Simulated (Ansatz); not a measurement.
## GaP: pressure series

Start from GaP in the zinc blende structure (space group F-43m, No. 216).

```
GaP
1.0
    0.00000     2.71928     2.71928
    2.71928     0.00000     2.71928
    2.71928     2.71928     0.00000
Ga P
1 1
Direct
  0.00000   0.00000   0.00000
  0.25000   0.25000   0.25000
```

Cell and atoms are relaxed at each pressure.

All numbers come from plane-wave PAW DFT at the PBEsol level (Ansatz, a quantum-chemistry and plane-wave program, 420 eV), no spin-orbit coupling.

Notes on the quantities. hole mass: degenerate bands, along [100].

| change | shortest interatomic distance | hole mass |
|---|---|---|
| base | 2.355 Å | 0.11, 0.37, 0.37 mₑ (at Γ) |
| pressure −2 GPa | 2.374 Å | 0.097, 0.36, 0.36 mₑ (at Γ) |
| pressure −1 GPa | 2.364 Å | 0.10, 0.37, 0.37 mₑ (at Γ) |
| pressure 0.9 GPa | 2.347 Å | 0.11, 0.36, 0.36 mₑ (at Γ) |
| pressure 2.1 GPa | 2.337 Å | 0.12, 0.36, 0.36 mₑ (at Γ) |
| pressure 4.5 GPa | 2.318 Å | 0.13, 0.35, 0.35 mₑ (at Γ) |
| pressure 9 GPa | 2.287 Å | 0.14, 0.33, 0.33 mₑ (at Γ) |
| pressure 15 GPa | 2.254 Å | 0.15, 0.31, 0.31 mₑ (at Γ) |
| pressure 22.5 GPa | 2.219 Å | 0.17, 0.29, 0.29 mₑ (at Γ) |
| pressure 30 GPa | [?] | [?] |

Q: Some entries are withheld; estimate them.

A: 
- pressure 30 GPa, shortest interatomic distance: 2.189 Å
- pressure 30 GPa, hole mass: 0.18, 0.28, 0.28 mₑ (at Γ)

Load acts through the strain it causes; cell and atoms are relaxed under it. Masses are band curvatures over ±0.01 Å⁻¹ around the edge. Whether these cells are dynamically stable was not tested. Measured, GaP leaves this structure (for a Cmcm phase) near 26 GPa (temperature not stated; as listed in Datta, Sujoy, Jana, Debnarayan, arXiv (2020)).
